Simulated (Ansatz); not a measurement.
System: corundum Ga2O3 (metastable phase). Method: RPBE (plane waves, PAW; Ansatz, a program for electronic structure).

Run with plane-wave cutoff 520 eV, 8×8×8 k mesh, Fermi–Dirac smearing 0.01 eV, scalar-relativistic PAW data made under PBE.

Energies at three volumes about the minimum:

```tsv
V (Å³/atom)	E − E_lowest (meV/atom)
10.114	2.47
10.320	0.00
10.526	2.28
```

Problem. Fit a parabola by hand: where is the minimum, and what is the bulk modulus?

Solution. Slopes: (0.00 − 2.47)/(10.320 − 10.114) = -11.990 and (2.28 − 0.00)/(10.526 − 10.320) = 11.068 meV/Å³. Curvature E″ = 2 × (11.068 − (-11.990))/(10.526 − 10.114) = 111.932 meV/Å⁶. From the middle of the first interval, the slope vanishes at V0 = 10.2170 − (-11.990)/111.932 = 10.324 Å³/atom. B = V0 E″ = 10.324 × 111.932 meV/Å³ × 0.1602 GPa per meV/Å³ = 185 GPa. The full Birch–Murnaghan fit to all volumes gives V0 = 10.320 Å³/atom and B0 = 184 GPa.

Shape and atoms are relaxed at each volume.

Measured, for comparison: bulk modulus 220 ± 9 GPa (room temperature, not corrected to a static lattice, equation of state from high-pressure X-ray diffraction, our sources range from 220 to 252; as tabulated in Phys. Rev. B 77, 094123 (2008), gallium oxide under pressure (UNLV record)). Computed (rounded) less measured: bulk modulus not scored (sources differ).

Note: the bulk modulus comes from volumes at which shape and atoms were relaxed.
